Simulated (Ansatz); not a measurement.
**ZrO$_{2}$ in the fluorite structure (space group Fm-3m, No. 225)**

```yaml
crystal:
  lattice:
    - [0.00000, 2.55794, 2.55794]
    - [2.55794, 0.00000, 2.55794]
    - [2.55794, 2.55794, 0.00000]
  atoms:
    - { symbol: Zr, position: [0.00000, 0.00000, 0.00000] }
    - { symbol: O, position: [0.25000, 0.25000, 0.25000] }
    - { symbol: O, position: [0.75000, 0.75000, 0.75000] }
```

Level of theory: PBE (Ansatz, an electronic-structure program, PAW, without spin-orbit coupling). Γ-centred 11×11×11 mesh, Fermi–Dirac width 0.05 eV.

| Item | Result |
|---|---|
| Volume per atom | 11.16 Å³ |
| Density | 6.11 g/cm³ |
| Band gap | 3.32 eV, indirect, X → Γ |
| Electron mass (degenerate bands, along [100]) | 0.51, 2.1 mₑ |
| Lowest conduction-band minima above the VBM | Γ 3.32 eV; X along ⟨100⟩ 3.75 eV; a point along ⟨110⟩, about 0.8 Å⁻¹ from Γ 3.75 eV; L along ⟨111⟩ 3.94 eV |
| Total energy | -1774.607 eV/atom (σ→0; compares only within this code and set-up) |

Masses are band curvatures over ±0.01 Å⁻¹ around the edge. Stability against distortions was not tested. This is not the structure that ZrO2 has at room temperature and ambient pressure.
